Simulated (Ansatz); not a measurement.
The parent structure is MgSe in the rock salt structure (space group Fm-3m, No. 225).

```
CELL_PARAMETERS angstrom
      0.00000     2.69565     2.69565
      2.69565     0.00000     2.69565
      2.69565     2.69565     0.00000
ATOMIC_POSITIONS crystal
  Mg 0.00000 0.00000 0.00000
  Se 0.50000 0.50000 0.50000
```

Cartesian axes are those of the cell as printed.

All numbers come from Ansatz (an electronic-structure program), LDA, PAW, cutoff 420 eV, without spin-orbit coupling.

Strains are applied to the cell and any free atomic positions relax; under biaxial strain the out-of-plane vector relaxes too.

One change was made to it. Results:

The band gap shrinks by 0.054 eV, from 1.72 eV to 1.66 eV; the shortest interatomic distance increases by 0.005 Å to 2.701 Å.

**Question.** Which change produced these results?
(A) biaxial strain +2.50 %, plane normal [111], relaxed out of plane
(B) biaxial strain +1.25 %, plane normal [111], relaxed out of plane
(C) biaxial strain +0.42 %, plane normal [111], relaxed out of plane
(D) biaxial strain −1.25 %, plane normal [111], relaxed out of plane

**Answer.** C, biaxial strain +0.42 %, plane normal [111], relaxed out of plane. For comparison, the shortest interatomic distance in the other runs: biaxial strain +1.25 %, plane normal [111], relaxed out of plane gives 2.712 Å; biaxial strain +2.50 %, plane normal [111], relaxed out of plane gives 2.728 Å; biaxial strain −1.25 %, plane normal [111], relaxed out of plane gives 2.680 Å.

Whether these cells are dynamically stable was not tested.
